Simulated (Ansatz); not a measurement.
Ansatz (a quantum-chemistry and plane-wave program) run on NbAgSe2O7 (Cmcm, 22 atoms in the cell): self-consistent single point

Method: PBEsol, default PAW files made with PBE (plane waves; Ansatz).

Input:

Ansatz 0.2 input:
```yaml
crystal:
  lattice:
    - [5.52814600, -3.98366000, 0.00000000]
    - [5.52814600, 3.98366000, 0.00000000]
    - [0.00000000, 0.00000000, 7.52866800]
  atoms:
    - { symbol: Ag, position: [0.50000000, 0.50000000, 0.00000000] }
    - { symbol: Ag, position: [0.50000000, 0.50000000, 0.50000000] }
    - { symbol: Nb, position: [0.00000000, 0.00000000, 0.50000000] }
    - { symbol: Nb, position: [0.00000000, 0.00000000, 0.00000000] }
    - { symbol: Se, position: [0.53111000, 0.05261000, 0.25000000] }
    - { symbol: Se, position: [0.46889000, 0.94739000, 0.75000000] }
    - { symbol: Se, position: [0.05261000, 0.53111000, 0.75000000] }
    - { symbol: Se, position: [0.94739000, 0.46889000, 0.25000000] }
    - { symbol: O, position: [0.39790000, 0.30850000, 0.25000000] }
    - { symbol: O, position: [0.60210000, 0.69150000, 0.75000000] }
    - { symbol: O, position: [0.30850000, 0.39790000, 0.75000000] }
    - { symbol: O, position: [0.69150000, 0.60210000, 0.25000000] }
    - { symbol: O, position: [0.70200000, 0.03860000, 0.43200000] }
    - { symbol: O, position: [0.29800000, 0.96140000, 0.93200000] }
    - { symbol: O, position: [0.03860000, 0.70200000, 0.56800000] }
    - { symbol: O, position: [0.96140000, 0.29800000, 0.06800000] }
    - { symbol: O, position: [0.29800000, 0.96140000, 0.56800000] }
    - { symbol: O, position: [0.70200000, 0.03860000, 0.06800000] }
    - { symbol: O, position: [0.96140000, 0.29800000, 0.43200000] }
    - { symbol: O, position: [0.03860000, 0.70200000, 0.93200000] }
    - { symbol: O, position: [0.91270000, 0.08730000, 0.75000000] }
    - { symbol: O, position: [0.08730000, 0.91270000, 0.25000000] }
basis:
  ecutwfc: 420.0
kpoints:
  mp_grid: { grid: [3, 3, 3], shift: [0.5, 0.5, 0.5] }
hamiltonian:
  xc: pbesol
  pseudopotentials: { kind: paw }
scf:
  occupations: { method: methfessel_paxton, width: 0.05 }
output:
  forces: true
  eigenvalues: true
  stress: true
```

Output (repeated stretches shortened):

```
WARN ansatz: RAYON_NUM_THREADS=1 ignored (pool sized by the plan → 1); use --threads N
Pseudopotentials: kind: paw
Pseudopotential: Ag, paw, valence charge 19
Pseudopotential: Nb, paw, valence charge 13
Pseudopotential: Se, paw, valence charge 16
Pseudopotential: O, paw, valence charge 6
Crystal: 22 atoms, lattice volume = 331.596 Å³
Basis set: ecut = 420 eV, 6483 PW (Γ), exchange–correlation on 96×96×108 points (8 copies of the dense FFT grid, shifted against one another)
Bands: 128, of which v1, the nominal top of the filled ones, is band 106 counted from 1 (105 counted from 0)
Symmetry: 8 space group operations
Space group: Cmcm (ITA 63), of the structure as read, at distance tolerance 6.9e-5 Å
k-points: 8 of 27
PAW frozen core: Ag, regenerated for the run's functional, and the local potential with it
PAW frozen core: Nb, regenerated for the run's functional, and the local potential with it
PAW frozen core: Se, regenerated for the run's functional, and the local potential with it
PAW frozen core: O, regenerated for the run's functional, and the local potential with it
Initial density: superposition of atomic densities (neutral atoms: chi_scale 0, normalization atom), corrected by the library's trained network
Initial wavefunctions: pseudopotential atomic-orbital guess
Eigensolver: davidson
Functional: x = pbesol(κ = 0.804, μ = 0.12345679012345678), c = pbesol(β = 0.046)
SCF iter   1: F=—  HF=-53576.750103 eV  |F-HF|=—  |Δ(HF+E_count)|=         —  Δρ=1.55e-2  dr2=6.94e-1  ethr=1.77e-3  ⟨swp⟩=6.5  Hψ=3816  notcnv=0  defer=10
all-band conjugate gradients solve this SCF's bands
preconditioner: auto → Resta (q_TF=auto, 2.532 Å⁻¹)
SCF iter   2: F=—  HF=-53576.608943 eV  |F-HF|=—  |Δ(HF+E_count)|=   1.41e-1  S|Δr|=    0.00e0  Δρ=5.27e-3  dr2=9.00e-2  ethr=3.27e-4  ⟨swp⟩=2.0  Hψ=1702  notcnv=0  defer=125
SCF iter   3: F=—  HF=-53576.594331 eV  |F-HF|=—  |Δ(HF+E_count)|=   1.46e-2  S|Δr|=    0.00e0  Δρ=1.75e-3  dr2=1.12e-2  ethr=4.24e-5  ⟨swp⟩=2.0  Hψ=1414  notcnv=0  defer=125
SCF iter   4: F=—  HF=-53576.593714 eV  |F-HF|=—  |Δ(HF+E_count)|=   6.17e-4  S|Δr|=    0.00e0  Δρ=9.67e-4  dr2=2.82e-3  ethr=5.30e-6  ⟨swp⟩=2.0  Hψ=1284  notcnv=0  defer=125
SCF iter   5: F=—  HF=-53576.593712 eV  |F-HF|=—  |Δ(HF+E_count)|=   2.54e-6  S|Δr|=    0.00e0  Δρ=3.07e-4  dr2=4.95e-4  ethr=1.33e-6  ⟨swp⟩=2.0  Hψ=1295  notcnv=0  defer=125
SCF iter   6: F=—  HF=-53576.593838 eV  |F-HF|=—  |Δ(HF+E_count)|=   1.26e-4  S|Δr|=    0.00e0  Δρ=9.80e-5  dr2=3.75e-5  ethr=2.34e-7  ⟨swp⟩=2.0  Hψ=1281  notcnv=0  defer=125
SCF iter   7: F=—  HF=-53576.593987 eV  |F-HF|=—  |Δ(HF+E_count)|=   1.49e-4  S|Δr|=    0.00e0  Δρ=5.32e-5  dr2=1.07e-5  ethr=1.77e-8  ⟨swp⟩=2.0  Hψ=1760  notcnv=0  defer=125
SCF iter   8: F=—  HF=-53576.593989 eV  |F-HF|=—  |Δ(HF+E_count)|=   2.14e-6  S|Δr|=    0.00e0  Δρ=2.48e-5  dr2=2.07e-6  ethr=5.06e-9  ⟨swp⟩=2.0  Hψ=1667  notcnv=0  defer=125
SCF iter   9: F=—  HF=-53576.593989 eV  |F-HF|=—  |Δ(HF+E_count)|=   4.40e-7  S|Δr|=    0.00e0  Δρ=1.18e-5  dr2=4.91e-7  ethr=9.79e-10  ⟨swp⟩=2.0  Hψ=1426  notcnv=0  defer=125
SCF iter  10: F=-53576.593989 eV  HF=-53576.593989 eV  |F-HF|=6.87e-8  |Δ(HF+E_count)|=   2.02e-7  S|Δr|=    0.00e0  Δρ=3.91e-6  dr2=8.08e-8  ethr=4.72e-11  ⟨swp⟩=8.2  Hψ=4539  notcnv=0
SCF 1 converged in 10 iterations: F = -53576.593989 eV  dr2 = 8.08e-8
SCF converged after 10 iterations
Stability not checked (fill_not_monotonic)
Free energy (F): -53576.593989 eV
Harris-Foulkes:  -53576.593989 eV  (|F-HF|=6.87e-8)
Internal energy: -53576.593989 eV  (E = F + TS)
E sigma→0 (E₀):  -53576.593989 eV
Fermi energy:    7.439793 eV
Step filling:    the computed levels leave a gap of 1.8864 eV = 37.7 smearing widths
--- Per-component energies (eV) ---
  E_band       = -3127.368746
  E_kinetic    = 4717.651454
  E_local      = -24437.225990  (includes V_loc(G=0)·N_el)
  E_nonlocal   = -1257.707674
  E_hartree    = 10559.219431
  E_xc         = -2124.074613
  E_vxc        = -2560.952396  (∫ρ·V_xc dr)
  E_paw        = -23328.939318  (= ΣΔE_a)
  E_vpaw       = -707.601802  (= ΣTr[D̂ρ^β])
  E_aug_tail   = 0.031509  (compensation charges beyond the density's cutoff)
  E_ewald      = -17711.099517
  E_core_change = 5.550728  (= ΣΔE_core)
  E_smearing   = 0.000000  (= −TS)
  E_closure    = -0.000000  (closes the sum)
  Σ components = -53576.593989   (vs F -53576.593989, Δ=0.00e0)
--- Forces (eV/Å), atoms counted from 1 ---
  atom   1  Ag    -0.00000000     0.00000000     0.00000000
  atom   2  Ag    -0.00000000     0.00000000     0.00000000
  atom   3  Nb    -0.00000000     0.00000000     0.00000000
  atom   4  Nb    -0.00000000     0.00000000     0.00000000
  atom   5  Se     0.69814799     0.08091958     0.00000000
  atom   6  Se    -0.69814799    -0.08091958     0.00000000
  atom   7  Se     0.69814799    -0.08091958     0.00000000
  atom   8  Se    -0.69814799     0.08091958     0.00000000
  atom   9  O      0.08952831    -0.49918119     0.00000000
  atom  10  O     -0.08952831     0.49918119     0.00000000
  atom  11  O      0.08952831     0.49918119     0.00000000
  atom  12  O     -0.08952831    -0.49918119     0.00000000
  atom  13  O      0.25728478    -0.17437351    -0.10811472
  atom  14  O     -0.25728478     0.17437351    -0.10811472
  atom  15  O      0.25728478     0.17437351     0.10811472
  atom  16  O     -0.25728478    -0.17437351     0.10811472
  atom  17  O     -0.25728478     0.17437351     0.10811472
  atom  18  O      0.25728478    -0.17437351     0.10811472
  atom  19  O     -0.25728478    -0.17437351    -0.10811472
  atom  20  O      0.25728478     0.17437351    -0.10811472
  atom  21  O      0.00000000    -1.15485651     0.00000000
  atom  22  O      0.00000000     1.15485651     0.00000000
  max |Σ_I F_I| component: 2.22e-16 eV/Å
--- Stress (GPa, compression-positive) ---
       -5.939202       0.000000       0.000000
        0.000000      -7.161306       0.000000
        0.000000       0.000000     -10.559613
  P = ⅓ Tr σ = -7.8867 GPa (-78.867 kbar)
  The stress holds the Pulay correction. Without it, at fixed plane waves, as pw.x and ABINIT print it: P = -8.4344 GPa
--- Band table (eV; the first three rows and the last of 8) ---
  k-point 0: bands = ["-82.2945", "-82.2944", "-49.3803", "-49.3761", "-45.9241", "-45.9237", "-45.8292", "-45.8270", "-45.8243", "-45.8241", "-43.2446", "-43.2446", "-43.2445", "-43.2445", "-43.2431", "-43.2430", "-43.2428", "-43.2427", "-43.1175", [...]
  k-point 1: bands = ["-82.2945", "-82.2945", "-49.3782", "-49.3782", "-45.9239", "-45.9239", "-45.8281", "-45.8281", "-45.8242", "-45.8242", "-43.2446", "-43.2446", "-43.2446", "-43.2446", "-43.2430", "-43.2430", "-43.2428", "-43.2428", "-43.1175", [...]
  k-point 2: bands = ["-82.2945", "-82.2944", "-49.3803", "-49.3761", "-45.9241", "-45.9237", "-45.8292", "-45.8270", "-45.8243", "-45.8241", "-43.2446", "-43.2446", "-43.2445", "-43.2445", "-43.2431", "-43.2430", "-43.2428", "-43.2427", "-43.1175", [...]
  k-point 7: bands = ["-82.2945", "-82.2945", "-49.3782", "-49.3782", "-45.9239", "-45.9239", "-45.8281", "-45.8281", "-45.8242", "-45.8242", "-43.2446", "-43.2446", "-43.2445", "-43.2445", "-43.2430", "-43.2430", "-43.2428", "-43.2428", "-43.1175", [...]
```

The run converged in 10 iterations.

The starting cell comes from a database of published, mostly measured structures (it also holds non-ambient and calculated ones), without a prior relaxation at this level. Its lattice was rescaled by a random factor within 2.5 % of one. With a pressure of about -8 GPa the cell is away from its equilibrium volume at this level. Forces in this geometry exceed 1 eV/Å. Ansatz's pressure includes its estimate of the finite-basis (Pulay) stress. Without the estimate this run gives -8.43 GPa. Another mesh or the band path of this cell gives a smaller gap, so this value is not converged in the mesh.
